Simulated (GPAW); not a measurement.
GPAW run on FeAl (P4mm, 2 atoms in the cell): self-consistent single point.

Level of theory: LDA (Perdew-Wang 92), GPAW PAW datasets LDA (gpaw-data 1.0.1) (plane waves; GPAW).

```
FeAl
1.0
    2.91873     0.00000     0.00000
    0.00000     2.91873     0.00000
    0.00000     0.00000     2.91873
Al Fe
1 1
Direct
  0.50000   0.50000   0.51713
  0.00000   0.00000   0.00000
```

Reference input (self-consistent single point, DFT LDA (Perdew-Wang 92), plane waves, GPAW PAW datasets LDA (gpaw-data 1.0.1)): mode = pw; ecut = 850 eV; xc = LDA; kpts = 5 5 5; mesh shift (steps) = 0 0 0; occupations.name = fermi-dirac; occupations.width = 0.1 eV; nbands = -6; convergence.forces = 0.001 eV/Å; symmetry.symmorphic = false; symmetry.tolerance = 0.0005; maxiter = 100. This run's input differs from it in these lines:

```diff
@@ -17,3 +17,3 @@
             nbands=-6,
-            convergence={'forces': 0.001},
+            convergence={'energy': 9e-14, 'density': 1e-08, 'eigenstates': 9e-18},
             symmetry={'symmorphic': False, 'tolerance': 0.0005},
```

Output, abridged:

```
     iter     time        total  log10-change:
                         energy   eigst   dens
iter:   1 --:--:--   -14.951697
iter:   2 --:--:--   -14.991176   -0.12  -1.25
iter:   3 --:--:--   -14.975179   -0.85  -1.26
iter:   4 --:--:--   -14.995723   -0.97  -1.30
iter:   5 --:--:--   -15.002414   -1.25  -1.57
   [... 40 lines left out ...]
iter:  46 --:--:--   -14.943922  -12.16  -7.54
iter:  47 --:--:--   -14.943922  -12.29  -7.64
iter:  48 --:--:--   -14.943922  -12.51  -7.67
iter:  49 --:--:--   -14.943922  -12.60  -7.86
iter:  50 --:--:--   -14.943922  -12.95  -8.01c
iter:  51 --:--:--   -14.943922  -13.28  -8.22c
   [... lines left out ...]
iter: 100 --:--:--   -14.943922  -20.70c -12.21c

Did not converge!

Here are some tips:

1) Make sure the geometry and spin-state is physically sound.
2) Use less aggressive density mixing.
3) Solve the eigenvalue problem more accurately at each scf-step.
4) Use a smoother distribution function for the occupation numbers.
5) Try adding more empty states.
6) Use enough k-points.
7) Don't let your structure optimization algorithm take too large steps.
8) Solve the Poisson equation more accurately.
9) Better initial guess for the wave functions.

See details here:

    https://gpaw.readthedocs.io/documentation/convergence.html
Traceback (most recent call last):
   [... frames left out ...]
gpaw.KohnShamConvergenceError: Did not converge!  See text output for help.
```

The run ended unconverged after 100 iterations. 

The starting cell has typed, rounded lattice constants, without a prior relaxation at this level. Its lattice was rescaled by up to half a per cent. One atom was moved a little off its site on purpose.
